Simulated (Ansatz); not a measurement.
**GaP (I-4m2): band-edge transport data**

Data:

```xyz
2
Lattice="0.0000 2.8100 2.6362 2.8100 0.0000 2.6362 2.8100 2.8100 0.0000" Properties=species:S:1:pos:R:3 pbc="T T T"
Ga     0.0000     0.0000     0.0000
P      1.4050     1.4050     1.3181
```

These are r2SCAN with spin-orbit coupling, rigid bands (plane waves, PAW; Ansatz, a first-principles code) values and carry that method's errors. Condition of this run: biaxial stress in (001) of -4.2 GPa (compression positive) (the target of the relaxation). Geometry: cell and atoms relaxed with PBEsol, then loaded as said.

```
Property                                                                 Value
--------------------------------------------  --------------------------------
band gap                                                               1.28 eV
electron conductivity mass (300 K, dilute)     0.24 (x), 0.24 (y), 0.87 (z) mₑ
hole conductivity mass (300 K, dilute)        0.42 (x), 0.42 (y), 0.194 (z) mₑ
effective density of states N_c (300 K)                            1.1e19 cm⁻³
effective density of states N_v (300 K)                            4.2e18 cm⁻³
density-of-states mass, electrons                                      0.59 mₑ
density-of-states mass, holes                                          0.30 mₑ
Seebeck coefficient, n-type 1e19 cm⁻³, 300 K                         -229 μV/K
Seebeck coefficient, p-type 1e19 cm⁻³, 300 K                          178 μV/K
```

Rigid bands; masses and Seebeck coefficients take one relaxation time τ for all states and one kind of carrier; polarons and phonon drag are left out. Geometry: cell and atoms relaxed with PBEsol.
